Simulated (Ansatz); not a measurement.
The starting structures come from a database of crystals and need not be the phases stable at ambient conditions.

Given:

```xyz
4
Lattice="3.3078 0.0000 0.0000 0.0000 4.9829 0.0000 1.6539 0.0000 2.8646" Properties=species:S:1:pos:R:3 pbc="T T T"
Mg     1.6539     4.9721     0.9549
Mg     3.3078     2.4807     1.9098
O      1.6539     2.9776     0.9549
O      3.3078     0.4861     1.9098
```

Space group of this cell: P6_3mc, wurtzite. The cell is taken as given; by r2SCAN its mean pressure is -0.6 GPa.

The numbers are results of r2SCAN (plane waves, PAW; Ansatz, a first-principles code), not measurements.

The current runs along the normal of the first two printed vectors; no spin-orbit coupling. Scaled by the factor s: all lengths (ions clamped). Meshes 10×6×10 and 10×6 across the current in all rows.

```json
[
 {"s": "0.98", "mean pressure (GPa)": "8.0", "band gap (eV)": "?"},
 {"s": "1.00", "mean pressure (GPa)": "-0.6", "band gap (eV)": "4.14"},
 {"s": "1.02", "mean pressure (GPa)": "-7.1", "band gap (eV)": "3.81"}
]
```

**Question.** Take the slope of the band gap against ln s from the two given rows, extrapolate to s = 0.98, and say what the run there gives.

**Answer.** Slope = (3.81 − 4.14) / ln 1.02 = -16.7 eV. The line gives 4.14 + (-16.7) × ln 0.98 = 4.48 eV. The run gives 4.50 eV, 0.02 eV over the line, 7 % of the predicted step.
